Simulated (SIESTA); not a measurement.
SIESTA run on MoTe2 (P6_3/mmc, 6 atoms in the cell): relaxation of cell and atoms.

Method of the run: LDA PW92, numerical atomic orbitals DZP, PseudoDojo LDA standard norm-conserving potentials (rewritten from UPF to PSML) in SIESTA 5.4.2.

The change in words: atoms on their sites; MeshCutoff: 350 Ry → 245 Ry; MD.TypeOfRun: default → FIRE; MD.Steps: default → 40; MD.MaxForceTol: default → 0.02 eV/Ang; MD.VariableCell: default → true; MD.MaxStressTol: default → 0.05 GPa. Reference geometry:
```
CELL_PARAMETERS angstrom
      1.76528    -3.05755     0.00000
      1.76528     3.05755     0.00000
      0.00000     0.00000    14.00188
ATOMIC_POSITIONS crystal
  Te 0.33333 0.66667 0.88257
  Te 0.66667 0.33333 0.37900
  Te 0.66667 0.33333 0.12100
  Te 0.33333 0.66667 0.62100
  Mo 0.33333 0.66667 0.25000
  Mo 0.66667 0.33333 0.75000
```

Reference input (self-consistent single point, DFT, LDA PW92, numerical atomic orbitals DZP, PseudoDojo LDA standard norm-conserving potentials (rewritten from UPF to PSML)): XC.functional = LDA; XC.authors = PW92; potentials = PseudoDojo LDA standard; PAO.BasisSize = DZP; PAO.EnergyShift = 0.005 Ry; MeshCutoff = 350 Ry; kgrid.MonkhorstPack = 3 3 1; OccupationFunction = FD; ElectronicTemperature = 0.01 eV; MaxSCFIterations = 150; SCF.Mixer.Method = Pulay; SCF.Mixer.Weight = 0.1. This run's input differs from it in these lines:

```diff
@@ -18,8 +18,8 @@
 %block AtomicCoordinatesAndAtomicSpecies
-     1.765280000    1.019187038   12.357653233  1
-     1.765280000   -1.019187038    5.306712520  1
-     1.765280000   -1.019187038    1.694227480  1
-     1.765280000    1.019187038    8.695167480  1
-     1.765280000    1.019187038    3.500470000  2
-     1.765280000   -1.019187038   10.501410000  2
+     1.765280000    1.019185020   12.307652520  1
+     1.765280000   -1.019185020    5.306712520  1
+     1.765280000   -1.019185020    1.694227480  1
+     1.765280000    1.019185020    8.695167480  1
+     1.765280000    1.019185020    3.500470000  2
+     1.765280000   -1.019185020   10.501410000  2
 %endblock AtomicCoordinatesAndAtomicSpecies
@@ -30,3 +30,3 @@
 PAO.EnergyShift              0.005 Ry
-MeshCutoff                   350 Ry
+MeshCutoff                   245 Ry
 %block kgrid.MonkhorstPack
@@ -45,2 +45,7 @@
 Diag.ParallelOverK           true
+MD.TypeOfRun                 FIRE
+MD.Steps                     40
+MD.MaxForceTol               0.02 eV/Ang
+MD.VariableCell              true
+MD.MaxStressTol              0.05 GPa
 WriteForces                  true
```

The program printed (abridged):

```
        iscf     Eharris(eV)        E_KS(eV)     FreeEng(eV)     dDmax    Ef(eV) dHmax(eV)
   scf:    1   -15161.266326   -15196.642620   -15196.642620  0.575137 -2.895724 14.482737
   scf:    2   -15211.780881   -15206.807479   -15206.807479  0.217073 -3.330032  5.028222
   scf:    3   -15208.231266   -15207.858868   -15207.858868  0.109841 -3.953523  1.427868
   scf:    4   -15208.432836   -15208.282353   -15208.282353  0.194136 -3.639935  1.169217
   scf:    5   -15206.424058   -15207.791556   -15207.791556  0.103228 -4.324191  2.968054
   [... 4 lines left out ...]
   scf:   10   -15208.369218   -15208.368308   -15208.368308  0.003588 -3.935433  0.030580
   scf:   11   -15208.368387   -15208.368375   -15208.368375  0.000588 -3.932477  0.001341
   scf:   12   -15208.368375   -15208.368376   -15208.368376  0.000060 -3.931995  0.000835
   scf:   13   -15208.368376   -15208.368376   -15208.368376  0.000001 -3.931988  0.000885
SCF Convergence by DM+H criterion
max |DM_out - DM_in|         :     0.0000013826
max |H_out - H_in|      (eV) :     0.0008845915
SCF cycle converged after 13 iterations

Using DM_out to compute the final energy and forces

siesta: E_KS(eV) =           -15208.3684

siesta: E_KS - E_eggbox =    -15208.3684

siesta: Atomic forces (eV/Ang):
     1   -0.000000   -0.000001   -0.142795
   [... lines left out ...]
siesta: Pressure (static):        -14.26244886  kBar
siesta: Pressure (total):        -14.26244886  kBar
No target stress found, assuming hydrostatic MD.TargetPressure.
Target stress (kBar)
outcell: Cell volume (Ang**3)        :    149.7013
        iscf     Eharris(eV)        E_KS(eV)     FreeEng(eV)     dDmax    Ef(eV) dHmax(eV)
siesta: Pressure (static):         -0.53680596  kBar
siesta: Pressure (total):         -0.53680596  kBar
   [... lines left out ...]
outcell: Cell angles (23,13,12) (deg):     90.0000     90.0000    120.0000
outcell: Cell volume (Ang**3)        :    149.7013

siesta: Program's energy decomposition (eV):
siesta: FreeEng =    -15208.381329

siesta: Stress tensor (static) (eV/Ang**3):
siesta:     0.000502    0.000000    0.000000
siesta:    -0.000000    0.000502    0.000000
siesta:     0.000000    0.000000    0.000000

siesta: Constrained stress tensor (static) (eV/Ang**3):
siesta:     0.000502    0.000000    0.000000
siesta:     0.000000    0.000502    0.000000
siesta:     0.000000    0.000000    0.000000

siesta: Cell volume =        149.701265 Ang**3

siesta: Pressure (static):
siesta:                Solid            Molecule  Units
siesta:          -0.00000365         -0.00000225  Ry/Bohr**3
siesta:          -0.00033505         -0.00020685  eV/Ang**3
siesta:          -0.53680596         -0.33141523  kBar
```

The relaxation ended unconverged. 

The starting cell has typed, rounded lattice constants, without a prior relaxation at this level. Its lattice was rescaled by up to half a per cent. Values carry the incompleteness of an atom-centred basis.

Cost on one core of a shared machine: roughly 6 min.
